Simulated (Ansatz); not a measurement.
AlN: element substitutions

Start from AlN in the wurtzite structure (space group P6_3mc, No. 186; a = 3.114 Å, c = 4.984 Å).

Each row replaces one element on all its sites; cell and atoms are relaxed.

Calculations: PBEsol (Ansatz, a quantum-chemistry and plane-wave program), without spin-orbit coupling.

Base values:

```
Quantity   Result
--------  -------
Band gap  4.09 eV
```

Problem. The aim is a band gap between 4.83 eV and 5.24 eV. Which of these changes reaches it?
(A) Al → Ga
(B) N → P
(C) Al → B

Solution. C, Al → B. It gives 4.96 eV; Al → Ga gives 1.88 eV; N → P gives 1.83 eV. Changes not listed may reach it too

Whether these cells are dynamically stable was not tested. For AlP in this form, whether it has been made was not checked. This is not the structure that AlP has at room temperature and ambient pressure.
